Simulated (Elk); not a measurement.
A self-consistent single point of ZrN (P6_3/mmc, 4 atoms in the cell) with Elk.

Method: PBEsol, all-electron FP-LAPW, Elk's shipped species files, APW+lo basis with extra local orbitals (Elk).

```yaml
crystal:
  lattice:
    - [3.21663, 0.00000, 0.00000]
    - [-1.60831, 2.78568, 0.00000]
    - [0.00000, 0.00000, 5.70940]
  atoms:
    - { symbol: Zr, position: [0.00000, 0.00000, 0.00000] }
    - { symbol: Zr, position: [0.00000, 0.00000, 0.50000] }
    - { symbol: N, position: [0.66667, 0.33333, 0.75000] }
    - { symbol: N, position: [0.33333, 0.66667, 0.25000] }
```

Reference input (self-consistent single point, DFT, LDA (PW92), all-electron FP-LAPW, Elk's shipped species files, APW+lo basis with extra local orbitals): rgkmax = 8; swidth = 0.00367493 Ha; ngridk = 10 10 5; gmaxvr = 16 1/bohr; nxlo = 2; lorbcnd = true; rmtscf = 0.94; lmaxi = 2; maxscl = 100. This run's input differs from it in these lines:

```diff
@@ -2,2 +2,5 @@
   0
+
+xctype
+  22
```

Output (repeated stretches shortened):

```
│ Self-consistent loop started │
│ Loop number : 1 │
 total energy                :     -7307.25904353
│ Loop number : 2 │
 total energy                :     -7307.45753806
RMS change in Kohn-Sham potential (target) :    1.741678528     (  0.1000000000E-05)
Absolute change in total energy (target)   :   0.1984945294     (  0.1000000000E-03)
│ Loop number : 3 │
 total energy                :     -7307.17028145
RMS change in Kohn-Sham potential (target) :    1.707706851     (  0.1000000000E-05)
Absolute change in total energy (target)   :   0.2376329810     (  0.1000000000E-03)
│ Loop number : 4 │
   [... lines left out ...]
Absolute change in total energy (target)   :   0.4993601087E-03 (  0.1000000000E-03)
│ Loop number : 15 │
 total energy                :     -7303.81834503
RMS change in Kohn-Sham potential (target) :   0.1115593922E-05 (  0.1000000000E-05)
Absolute change in total energy (target)   :   0.2829721334E-03 (  0.1000000000E-03)
│ Loop number : 16 │
 total energy                :     -7303.81832837
RMS change in Kohn-Sham potential (target) :   0.2244692915E-06 (  0.1000000000E-05)
Absolute change in total energy (target)   :   0.8740734756E-04 (  0.1000000000E-03)
Convergence targets achieved

│ Loop number : 17 │

Energies :
 Fermi                       :     0.454457746025
 total energy                :     -7303.81833643

Density of states at Fermi energy :    45.73905363
 (states/Hartree/unit cell)

Estimated indirect band gap :   0.8767033646E-03
 from k-point     41 to k-point     38
Estimated direct band gap   :   0.1079563764E-01
 at k-point     39

Charges :
 core                        :    60.00000000
 valence                     :    34.00000000
 interstitial                :    6.236237170
 muffin-tins (core leakage)
  species :    1 (Zr)
   atom    1                 :    37.70110717     (  0.8803567628E-05)
   atom    2                 :    37.70110717     (  0.8803567628E-05)
  species :    2 (N)
   atom    1                 :    6.180774244     (  0.5958370892E-06)
   atom    2                 :    6.180774244     (  0.5958370892E-06)
 total in muffin-tins        :    87.76376283
 total calculated charge     :    94.00608943
 total charge                :    94.00000000
 error                       :   0.6089433853E-02

│ Self-consistent loop stopped │
```

The run converged in 17 iterations. The count includes the last loop, which Elk runs after its targets are met. 

The starting cell comes from a database of computed structures (which also holds hypothetical and non-ambient phases and stackings), without a prior relaxation at this level. Values depend on the basis (sphere radii, cutoffs, local orbitals), which need not be converged. The log's line on a gap gives a spacing of levels on this mesh, which the program prints for metals too.
